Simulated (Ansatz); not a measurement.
SrBi3 (Pm-3m), PBEsol, DFPT electron-phonon coupling, linearised Boltzmann equation (Ansatz, a first-principles code): phonon-limited resistivity 22.2 μΩ·cm at 300 K, 29.7 μΩ·cm at 400 K, current-weighted mean free path 6.2 nm, Drude plasma energy 6.52 eV.

Question: What Drude relaxation time do resistivity and plasma energy imply?

Answer: ω_p = 9.91e15 s⁻¹, so τ = 1/(ε₀ ω_p² ρ) = 5.18 fs, a damping ħ/τ of 127 meV.

Question: What is the classical skin depth at 1 GHz (nonmagnetic, μ₀ = 1.257×10⁻⁶ H/m)?

Answer: δ = √(ρ/(π f μ₀)) = 7500 nm.

Question: Estimate the electronic thermal conductivity at 300 K by the Wiedemann-Franz law (L₀ = 2.44×10⁻⁸ W·Ω/K²).

Answer: L₀T/ρ = 2.44×10⁻⁸ × 300/(22.2×10⁻⁸) = 33.0 W/(m·K). Inelastic scattering puts the true Lorenz number somewhat under L₀ near and below the Debye temperature.

A metal at this level (no band gap). Only scattering by harmonic phonons is included (no impurities, grain boundaries, electron-electron scattering or thermal expansion). Spin-orbit coupling is left out, which matters with elements this heavy. The squared frequency of the phonon mode least converged on the k mesh is uncertain by about 13 %. Halving the electron mesh (16x16x16) moves the resistivity by up to 9 % at 300 K, the mean free path by up to 9 %. Smearing 0.20 eV; phonons on a 3x3x3 q mesh, which this run doesn't test.

Computed structure with no diffraction record at hand here (it may be known, metastable or hypothetical): SrBi3 (Pm-3m).
